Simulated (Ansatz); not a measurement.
Te (space group P3_121, No. 152; made of chains)

```
Te
1.0
    4.31692     0.00000     0.00000
   -2.15846     3.73856     0.00000
    0.00000     0.00000     5.95543
Te
3
Direct
  0.28416   0.00000   0.33333
  0.00000   0.28416   0.66667
  0.71584   0.71584   0.00000
```

Calculations: PBEsol (Ansatz, an electronic-structure program, PAW, no spin-orbit coupling), earlier PAW set. Settings: 13×13×8 k-points, 0.05 eV Fermi–Dirac smearing.

```yaml
volume_per_atom: 32.04 Å³
density: 6.61 g/cm³
band_gap: zero
total_energy: -6901.601 eV/atom (σ→0; compares only within this code and set-up)
```

With Te present, leaving out spin-orbit coupling can change the band edges. Whether these cells are dynamically stable was not tested. No dispersion term is included in the PBEsol runs. A zero or small gap of Te can be the functional's error rather than a property of the material.
